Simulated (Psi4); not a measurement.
Psi4 1.11, PBE/def2-svp: Ta(I)5 ([I][Ta]([I])([I])([I])[I]), 6 atoms. The geometry is a generated start, not checked to be a minimum at this level.

task: energy
method: pbe
basis: def2-svp
memory: 3 GB
maxiter: 100
keys of the molecule block: symmetry c1
scf_type: df (default)
e_convergence: 1e-06 (default)
d_convergence: 1e-06 (default)
dft_radial_points: 75 (default)
dft_spherical_points: 302 (default)
effective core potentials: those of the basis set, past Kr
basis functions: 162
grid points: 126373

```xyz
6

Ta    -0.0009    -0.0001     0.0024
I      2.2720    -0.4464    -1.4464
I      1.2310    -1.0420     2.2667
I     -1.2291     1.0431    -2.2638
I     -1.9194    -1.9361     0.1525
I     -0.3535     2.3816     1.2886
```

Charge 0 and multiplicity 1 are set for this test and not shown to be the ground state.

With the defaults (diis_max_vecs = 10, diis = true, scf_initial_accelerator = adiis, damping_percentage = 0, soscf = false, soscf_start_convergence = 0.01, guess = auto, which took SAD) it converges in 13 SCF iterations. One run each on 2 threads, with these changes:
- guess = gwh
- guess = sadno
- diis_max_vecs = 6
- soscf = true, soscf_start_convergence = 0.001
- diis_max_vecs = 3
- guess = sap
- soscf = true, soscf_start_convergence = 0.1
- diis_max_vecs = 20
- diis = false, scf_initial_accelerator = none, damping_percentage = 60

Question: Which runs fail or end elsewhere than the default run?

Answer: No convergence: diis_max_vecs = 3; diis = false, scf_initial_accelerator = none, damping_percentage = 60 (the run ends without SCF convergence in 100 iterations). The rest reach the solution of the defaults.

| setting | SCF iterations | JK calls | end |
|---|---|---|---|
| soscf = true, soscf_start_convergence = 0.001 | 11 | 27 | same solution |
| soscf = true, soscf_start_convergence = 0.1 | 12 | 53 | same solution |
| the defaults | 13 | 14 | same solution |
| diis_max_vecs = 20 | 13 | 14 | same solution |
| diis_max_vecs = 6 | 15 | 16 | same solution |
| guess = sadno | 16 | 16 | same solution |
| guess = sap | 17 | 17 | same solution |
| guess = gwh | 18 | 18 | same solution |
| diis_max_vecs = 3 | 100 | 101 | no convergence |
| diis = false, scf_initial_accelerator = none, damping_percentage = 60 | 100 | 101 | no convergence |

An SOSCF iteration holds several JK calls; a Hückel guess adds calls on atoms. 1 further run of the study ended by our limits or in an error and is left out.
